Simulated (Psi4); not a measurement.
Psi4 1.11, B3LYP/def2-svp: Sr(Br)(SH)(NH3)2 ([NH3]->[Sr](<-[NH3])([SH])[Br]), 12 atoms. The geometry is a generated start, not checked to be a minimum at this level.

```json
{
 "task": "energy",
 "method": "b3lyp",
 "basis": "def2-svp",
 "memory": "3 GB",
 "maxiter": "100",
 "keys_of_the_molecule_block": "symmetry c1",
 "scf_type": "df (default)",
 "e_convergence": "1e-06 (default)",
 "d_convergence": "1e-06 (default)",
 "dft_radial_points": "75 (default)",
 "dft_spherical_points": "302 (default)",
 "effective_core_potentials": "those of the basis set, past Kr",
 "basis_functions": "136",
 "grid_points": "258889"
}
```

```xyz
12

Sr     0.7082     0.9726     0.8147
Br     2.8142     0.3107    -0.8732
S     -1.5511     1.7828     1.9995
H     -1.6010     0.7946     2.8727
N      0.5258    -2.0128     0.8799
H      0.0536    -2.2557     0.0143
H      0.1099    -2.5697     1.6199
H      1.4928    -2.3086     0.7748
N     -0.5384     1.2847    -1.7698
H     -1.3349     1.9121    -1.7561
H     -0.8442     0.4096    -2.1868
H      0.1652     1.6798    -2.3900
```

With the defaults (diis = true, scf_initial_accelerator = adiis, damping_percentage = 0, diis_start = 1, diis_max_vecs = 10, guess = auto, which took SAD, soscf = false, soscf_start_convergence = 0.01, level_shift = 0, level_shift_cutoff = 0.01) it converges in 9 SCF iterations. One run each on 2 threads, with these changes:
- diis_max_vecs = 3
- diis_max_vecs = 20
- level_shift = 0.1, level_shift_cutoff = 0.001
- diis = false, scf_initial_accelerator = none, damping_percentage = 60
- diis_start = 4
- damping_percentage = 60
- soscf = true, soscf_start_convergence = 0.001
- diis_max_vecs = 6
- guess = modhuckel

Task: Name the settings that don't reach the solution of the defaults.

Result: No convergence: diis = false, scf_initial_accelerator = none, damping_percentage = 60 (the run ends without SCF convergence in 100 iterations). The rest reach the solution of the defaults.

| setting | SCF iterations | JK calls | end |
|---|---|---|---|
| soscf = true, soscf_start_convergence = 0.001 | 7 | 18 | same solution |
| the defaults | 9 | 10 | same solution |
| diis_max_vecs = 20 | 9 | 10 | same solution |
| guess = modhuckel | 9 | 40 | same solution |
| diis_max_vecs = 6 | 9 | 10 | same solution |
| level_shift = 0.1, level_shift_cutoff = 0.001 | 9 | 10 | same solution |
| diis_max_vecs = 3 | 11 | 12 | same solution |
| diis_start = 4 | 15 | 16 | same solution |
| damping_percentage = 60 | 55 | 56 | same solution |
| diis = false, scf_initial_accelerator = none, damping_percentage = 60 | 100 | 101 | no convergence |

An SOSCF iteration holds several JK calls; a Hückel guess adds calls on atoms.
